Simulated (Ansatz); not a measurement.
Consider GaN in the wurtzite structure (space group P6_3mc, No. 186; a = 3.1831 Å, c = 5.1836 Å). Axes: x lies along a and z along c of the hexagonal cell.

Computed with r2SCAN (Ansatz, an electronic-structure program, PAW, no spin-orbit coupling).

Strains are applied to the cell and any free atomic positions relax; under stress the whole cell relaxes.

One change was made to it. Results:

```csv
quantity,base,after
electron mass,"0.17 mₑ along c, 0.19 mₑ across (at Γ)","0.17 mₑ along z, 0.18 mₑ across (at Γ)"
energy relative to the base (free energy F),0 meV/atom,+3.0 meV/atom
band gap,2.35 eV,2.23 eV
```

Question: What was done to the base?
A. uniaxial stress, 2 GPa tension along z
B. uniaxial strain ε_xx = −5.74 %
C. strain tensor (xx, yy, zz, yz, xz, xy) = (+1.19, −0.37, +0.09, +0.14, −0.43, −0.82) %

Answer: C, strain tensor (xx, yy, zz, yz, xz, xy) = (+1.19, −0.37, +0.09, +0.14, −0.43, −0.82) %. For comparison, the band gap in the other runs: uniaxial stress, 2 GPa tension along z gives 2.30 eV; uniaxial strain ε_xx = −5.74 % gives 2.37 eV.

Masses are band curvatures over ±0.01 Å⁻¹ around the edge. Stability under load was not tested beyond the relaxation.
